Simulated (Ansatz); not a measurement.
## A computed series for BP: response to strain

The parent structure is BP in the zinc blende structure (space group F-43m, No. 216; a = 4.536 Å). Axes: x, y, z lie along the cube axes.

Strains are applied to the cell and any free atomic positions relax; under biaxial strain the out-of-plane vector relaxes too.

Level of theory: DFT with r2SCAN, PAW potentials and a 500 eV plane-wave cutoff in Ansatz (a first-principles code), no SOC, earlier PAW set.

Candidates:
(a) biaxial strain +1.02 %, plane normal [111], relaxed out of plane
(b) uniaxial strain ε_xx = +5.50 %
(c) tensor shear ε_yz = −3.66 %
(d) uniaxial strain ε_zz = +1.29 %
(e) biaxial strain +0.57 %, plane normal [001], relaxed out of plane

Base values:

| Property | Result |
|---|---|
| Band gap | 1.41 eV |

Task: Order them by band gap, lowest first.

Result: (c) tensor shear ε_yz = −3.66 % (0.55 eV), (b) uniaxial strain ε_xx = +5.50 % (1.07 eV), (e) biaxial strain +0.57 %, plane normal [001], relaxed out of plane (1.30 eV), (d) uniaxial strain ε_zz = +1.29 % (1.33 eV), (a) biaxial strain +1.02 %, plane normal [111], relaxed out of plane (1.37 eV)

Whether these cells are dynamically stable was not tested.
